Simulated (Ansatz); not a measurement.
We consider antifluorite K₂S, described by HSE06-D3(BJ) (Ansatz, a first-principles code, plane waves, PAW).

Numerical settings: plane-wave cutoff 460 eV, 6×6×6 k mesh, Fermi–Dirac smearing 0.01 eV, scalar-relativistic PAW data made under PBE.

Cell (relaxed at this level):

```
K2S
1.0
    0.00000     3.62163     3.62163
    3.62163     0.00000     3.62163
    3.62163     3.62163     0.00000
K S
2 1
Direct
  0.25000   0.25000   0.25000
  0.75000   0.75000   0.75000
  0.00000   0.00000   0.00000
```

Predict the bulk modulus B0, band gap, smallest direct gap on the k points sampled and pressure derivative B′ of the bulk modulus.


bulk modulus B0: 23.1 GPa
band gap: 3.50 eV (on the SCF k mesh) (indirect)
smallest direct gap on the k points sampled: 3.76 eV
pressure derivative B′ of the bulk modulus: 4.4

It cost very roughly 8 core-minutes of CPU time.
